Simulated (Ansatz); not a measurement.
## Ta₂O₅ (Pmmn, No. 59, 14 atoms in the cell; start mp-1539317)

All values below come from r²SCAN+rVV10 in Ansatz (PAW).

Numerical settings: plane-wave cutoff 560 eV, 10×4×10 k mesh (along the axes of the cell as run), Fermi–Dirac smearing 0.01 eV, scalar-relativistic PAW data made under PBE.

Cell (relaxed at this level):

```yaml
crystal:
  lattice:
    - [3.82958, 0.00000, 0.00000]
    - [0.00000, 12.98582, 0.00000]
    - [0.00000, 0.00000, 3.86699]
  atoms:
    - { symbol: Ta, position: [0.00000, 0.14597, 0.02678] }
    - { symbol: Ta, position: [0.00000, 0.85403, 0.02678] }
    - { symbol: Ta, position: [0.50000, 0.35403, 0.97322] }
    - { symbol: Ta, position: [0.50000, 0.64597, 0.97322] }
    - { symbol: O, position: [0.50000, 0.18513, 0.00240] }
    - { symbol: O, position: [0.50000, 0.81487, 0.00240] }
    - { symbol: O, position: [0.00000, 0.31487, 0.99760] }
    - { symbol: O, position: [0.00000, 0.68513, 0.99760] }
    - { symbol: O, position: [0.00000, 0.85034, 0.50919] }
    - { symbol: O, position: [0.00000, 0.14966, 0.50919] }
    - { symbol: O, position: [0.50000, 0.64966, 0.49081] }
    - { symbol: O, position: [0.50000, 0.35034, 0.49081] }
    - { symbol: O, position: [0.50000, 0.50000, 0.99434] }
    - { symbol: O, position: [0.00000, 0.00000, 0.00566] }
```

For Ta₂O₅ (Pmmn, No. 59, 14 atoms in the cell; start mp-1539317), the band gap is 2.83 eV (on the SCF k mesh).

Note: the relaxation could not lower the start's symmetry, so the cell can be a saddle point above a distorted one.

Spin–orbit coupling is not included.

Computed values are for the static lattice.

A start named mp-… is a Materials Project structure, which need not be a measured phase.

Ansatz is a first-principles code.
